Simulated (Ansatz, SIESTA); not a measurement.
## Code comparison for MgNi3C (P1, 5 atoms in the cell)

Self-consistent single point, at a second geometry (atoms moved at random). First geometry:

```xyz
5
Lattice="3.7019 0.0000 0.0000 0.0000 3.7019 0.0000 0.0000 0.0000 3.7019" Properties=species:S:1:pos:R:3 pbc="T T T"
Mg     0.0000     0.0000     0.0000
Ni     0.0000     1.8509     1.8509
Ni     1.8509     0.0000     1.8509
Ni     1.8509     1.8509     0.0000
C      1.8509     1.8509     1.8509
```
Moments meant for the start (each program seeds them in its own way; μB, in the order of the atoms Mg Ni Ni Ni C): 0.0 2.0 2.0 2.0 0.0.

Second geometry:
```xyz
5
Lattice="3.7019 0.0000 0.0000 0.0000 3.7019 0.0000 0.0000 0.0000 3.7019" Properties=species:S:1:pos:R:3 pbc="T T T"
Mg     0.0368     0.0113    -0.0280
Ni    -0.0057     1.8917     1.8169
Ni     1.8015    -0.0256     1.8400
Ni     1.8610     1.8064    -0.0057
C      1.8592     1.8691     1.9297
```
Moments meant for the start (each program seeds them in its own way; μB, in the order of the atoms Mg Ni Ni Ni C): 0.0 2.0 2.0 2.0 0.0.

Shared settings, as Ansatz (a quantum-chemistry and plane-wave program) writes them: kpoints.mp_grid.grid = 9 9 9; scf.occupations.method = gaussian; scf.occupations.width = 0.2 eV. Potentials and cutoffs stand in the table.

```tsv
code	model	ΔF from the first geometry (meV/atom)	pressure (GPa)	largest force (eV/Å)	cutoff
Ansatz	LDA (PW92), PAW files made with PBE	21.1	6.21	1.495	default
SIESTA	LDA PW92, numerical atomic orbitals DZP, PseudoDojo LDA standard norm-conserving potentials (rewritten from UPF to PSML)	23.3	11.61	1.579	grid 300 Ry
```

Size of the force on each atom (eV/Å): Sizes of forces hide their directions.

```csv
code,Mg1,Ni2,Ni3,Ni4,C5
Ansatz,0.398,0.379,0.942,1.378,1.495
SIESTA,0.481,0.425,1.022,1.492,1.579
```

On Ansatz's run: the starting moments vanished: the run ended non-magnetic, which need not be the lowest state. The program warned that a starting moment was not kept.

The spread over the programs that give each value: ΔF from the first geometry within 2.2 meV/atom; pressure within 5.40 GPa; largest force within 0.084 eV/Å.

SIESTA uses small atom-centred bases, whose incompleteness enters pressures, forces and empty levels differently from a plane-wave cutoff. Ansatz's pressure is given at a fixed set of plane waves, as the other plane-wave codes print theirs; with its correction for the finite basis it is 6.36 GPa.

The starting cell comes from a database of computed structures (which also holds hypothetical and non-ambient phases and stackings), without a prior relaxation at this level. Its lattice was rescaled by a random factor within 2.5 % of one. For this run, on top of that: atoms moved at random.

Keys are those of Ansatz 0.2.
